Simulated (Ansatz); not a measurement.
A self-consistent single point of BaLi₂Mg₂Si₂ (R3m, 7 atoms in the cell) with Ansatz (a program for electronic structure).

Level of theory: LDA (PW92), default PAW files made with PBE (plane waves; Ansatz).

```
BaLi2(MgSi)2
1.0
    2.28348     1.31837     8.69511
   -2.28348     1.31837     8.69511
    0.00000    -2.63673     8.69511
Ba Li Mg Si
1 2 2 2
Direct
  0.00192   0.00192   0.00192
  0.57044   0.57044   0.57044
  0.42956   0.42956   0.42956
  0.86433   0.86433   0.86433
  0.13567   0.13567   0.13567
  0.75790   0.75790   0.75790
  0.24210   0.24210   0.24210
```

Reference input (self-consistent single point, DFT, LDA (PW92), plane waves, default PAW files made with PBE): basis.ecutwfc = 30.9 Ry; kpoints.mp_grid.grid = 8 8 8; hamiltonian.xc = lda; hamiltonian.pseudopotentials = {kind: paw} (the program's default PAW files); scf.occupations.method = fermi_dirac; scf.occupations.width = 0.0073 Ry. This run's input differs from it in these lines:

Ansatz 0.2 input:
```diff
@@ -17,3 +17,3 @@
   mp_grid:
-    grid: [8, 8, 8]
+    grid: [16, 16, 16]
 hamiltonian:
@@ -25,3 +25,3 @@
     method: fermi_dirac
-    width: 0.0073 Ry
+    width: 0.022 Ry
 output:
```

Output, abridged:

```
SCF iter   1: F=—  HF=-11206.043725 eV  |F-HF|=—  |Δ(HF+E_count)|=         —  Δρ=6.39e-3  dr2=1.09e-1  ethr=1.77e-3  ⟨swp⟩=8.5  Hψ=70087  notcnv=0
all-band conjugate gradients solve this SCF's bands
preconditioner: auto → Kerker (q_TF=auto, 2.207 Å⁻¹)
SCF iter   2: F=—  HF=-11206.015083 eV  |F-HF|=—  |Δ(HF+E_count)|=   2.86e-2  Δρ=3.60e-3  dr2=5.36e-2  ethr=2.47e-4  ⟨swp⟩=1.0  Hψ=16681  notcnv=0
   [... lines left out ...]
SCF iter   5: F=—  HF=-11206.003257 eV  |F-HF|=—  |Δ(HF+E_count)|=   1.12e-5  Δρ=6.50e-5  dr2=2.27e-5  ethr=6.83e-7  ⟨swp⟩=1.2  Hψ=13426  notcnv=0
SCF iter   6: F=—  HF=-11206.003323 eV  |F-HF|=—  |Δ(HF+E_count)|=   6.55e-5  Δρ=2.51e-5  dr2=1.80e-6  ethr=5.15e-8  ⟨swp⟩=2.5  Hψ=22665  notcnv=0
SCF iter   7: F=—  HF=-11206.003322 eV  |F-HF|=—  |Δ(HF+E_count)|=   3.57e-7  Δρ=5.73e-6  dr2=2.24e-7  ethr=4.09e-9  ⟨swp⟩=2.1  Hψ=20087  notcnv=0
SCF iter   8: F=-11206.003322 eV  HF=-11206.003322 eV  |F-HF|=6.91e-9  |Δ(HF+E_count)|=   3.84e-8  Δρ=1.50e-6  dr2=1.19e-8  ethr=2.27e-10  ⟨swp⟩=6.6  Hψ=57963  notcnv=0
SCF 1 converged in 8 iterations: F = -11206.003322 eV  dr2 = 1.19e-8
Free energy (F): -11206.003322 eV
Internal energy: -11205.392292 eV  (E = F + TS)
E sigma→0 (E₀):  -11205.697807 eV
Entropy (-TS):   -0.611030 eV (-87.290 meV/atom)
Fermi energy:    5.786634 eV
--- Forces (eV/Å), atoms counted from 1 ---
  atom   1  Ba    -0.00000000     0.00000000    -0.20362764
  atom   2  Li     0.00000000     0.00000000     0.01880179
  atom   3  Li     0.00000000    -0.00000000     0.04196979
  atom   4  Mg     0.00000000    -0.00000000     0.03429592
  atom   5  Mg     0.00000000     0.00000000     0.09929965
  atom   6  Si     0.00000000    -0.00000000     0.01794914
  atom   7  Si    -0.00000000     0.00000000    -0.00868277
--- Stress (GPa, compression-positive) ---
       -2.556264       0.000000       0.000000
        0.000000      -2.556264       0.000000
        0.000000       0.000000      -1.767214
  P = ⅓ Tr σ = -2.2932 GPa (-22.932 kbar)
  The stress holds the Pulay correction. Without it, at fixed plane waves, as pw.x and ABINIT print it: P = -2.3049 GPa
```

The run converged in 8 iterations. Against the reference run the free energy goes down by 32.2 meV/atom, the pressure moves little (-2.34 to -2.29 GPa) and the largest force moves little (0.205 to 0.204 eV/Å).

The starting cell comes from a database of computed structures (which also holds hypothetical and non-ambient phases and stackings), without a prior relaxation at this level. Its lattice was rescaled by up to half a per cent. One atom was moved a little off its site on purpose. Ansatz's pressure includes its estimate of the finite-basis (Pulay) stress.

Cost on one core of a shared machine: roughly 3 min.
